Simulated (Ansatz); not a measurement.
Subject: the energy of the reaction as written. Reaction: 2 cell B → cell A. Negative: the products are lower in energy.

Cell A: a sheet of composition Ag2, 2 atoms, hexagonal cell of 2.85 Å (7.0 Å²), symmetry P-3m1, 2.5 Å thick under 14 Å of vacuum, in-plane vectors relaxed; planes from bottom to top: Ag × 2; a model cell; spin state with PBE: run without spin, k-point mesh 18×18×1.
```
CELL_PARAMETERS angstrom
      2.84858     0.00000     0.00000
     -1.42429     2.46694     0.00000
      0.00000     0.00000    16.91100
ATOMIC_POSITIONS crystal
  Ag 0.33333 0.66667 0.57353
  Ag 0.66667 0.33333 0.42647
```

Cell B: a sheet of composition Ag, 1 atom, hexagonal cell of 2.79 Å (6.7 Å²), symmetry P6/mmm, 0.0 Å thick under 16 Å of vacuum, in-plane vectors relaxed; planes from bottom to top: Ag; a model cell; spin state with PBE: run without spin, k-point mesh 30×30×1.
```yaml
crystal:
  lattice:
    - [2.78751, 0.00000, 0.00000]
    - [-1.39376, 2.41406, 0.00000]
    - [0.00000, 0.00000, 16.00000]
  atoms:
    - { symbol: Ag, position: [0.00000, 0.00000, 0.50000] }
```

Plane-wave PAW calculations with Ansatz (a quantum-chemistry and plane-wave program), its default PAW set, cutoff 420 eV, 500 eV for r2SCAN. The structures are at rest with PBE; other levels are single points on them. Neutral cells; Fermi-Dirac smearing of at most 0.10 eV in the solids, energies taken to zero width. The lattices are those relaxed with PBE, so at other levels the solids can be strained, which adds to the spread. A dispersion term (D3(BJ), or D4 for r2SCAN) was computed beside these levels and is taken off wherever the name lacks it. Static lattices, no vibrational contributions. Cell A has symmetry P-3m1 and got no random move, so less symmetric positions, which may lie lower, weren't tried. Cell B has symmetry P6/mmm and got no random move, so less symmetric positions, which may lie lower, weren't tried.

Task: What value does PBE give?

Result: -0.33 eV, for 2 cell B → cell A.

Task: What do the other levels give, and how wide is the spread?

Result: 
| Functional | value (eV) | less PBE |
|---|---|---|
| r2SCAN | -0.45 | -0.12 |

The levels span 0.12 eV, from r2SCAN (-0.45) to PBE (-0.33).
